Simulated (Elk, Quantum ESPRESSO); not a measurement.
An Elk input for a self-consistent single point of MgF2 (P1, 3 atoms in the cell) (DFT, LDA (PW92), all-electron FP-LAPW, Elk's shipped species files, default APW+lo basis):

```
tasks
  0

stype
  0

swidth
  0.0001

maxscl
  100

scale
  6.131877816

avec
    1.0000000000    0.0000000000    0.0000000000
    0.0000000000    0.4361865726    1.0772855448
    0.0000000000   -0.4361865726    1.0772855448

atoms
  2
  'Mg.in'
  1
  0.5004270000  0.0266360000  0.0157820000    0.0 0.0 0.0
  'F.in'
  2
  -0.0039170000  0.5477130000  0.5802550000    0.0 0.0 0.0
  0.5034900000  0.3006510000  0.2789630000    0.0 0.0 0.0

ngridk
  7 8 8
```

Give the Quantum ESPRESSO input for the same structure, mesh, smearing and functional.

This is the input that was run; spellings and numerical settings could be chosen otherwise.

```fortran
&CONTROL
   calculation = 'scf'
   prefix = 'run'
   outdir = './tmp'
   pseudo_dir = './'
   tprnfor = .true.
   tstress = .true.
/
&SYSTEM
   ibrav = 0
   nat = 3
   ntyp = 2
   ecutwfc = 40
   ecutrho = 200
   occupations = 'fixed'
   nbnd = 14
/
&ELECTRONS
   conv_thr = 1.0d-10
   mixing_beta = 0.7
/
ATOMIC_SPECIES
Mg    24.3050  mg_lda_v1.4.uspp.F.UPF
F     18.9984  f_lda_v1.4.uspp.F.UPF
CELL_PARAMETERS {angstrom}
   3.244850000     0.000000000     0.000000000
   0.000000000     1.415360000     3.495630000
   0.000000000    -1.415360000     3.495630000
ATOMIC_POSITIONS {crystal}
Mg    0.500427000    0.026636000    0.015782000
F    -0.003917000    0.547713000    0.580255000
F     0.503490000    0.300651000    0.278963000
K_POINTS {automatic}
7 8 8  0 0 0
```

Basis, cutoffs, solver keys and any potentials are the target program's own. This input uses DFT, LDA (PZ), plane waves, GBRV 1.5 ultrasoft (LDA) pseudopotentials. LDA parametrisations can differ slightly between programs.

The starting cell comes from a database of computed structures (which also holds hypothetical and non-ambient phases and stackings), without a prior relaxation at this level. For this run, on top of that: atoms moved at random.
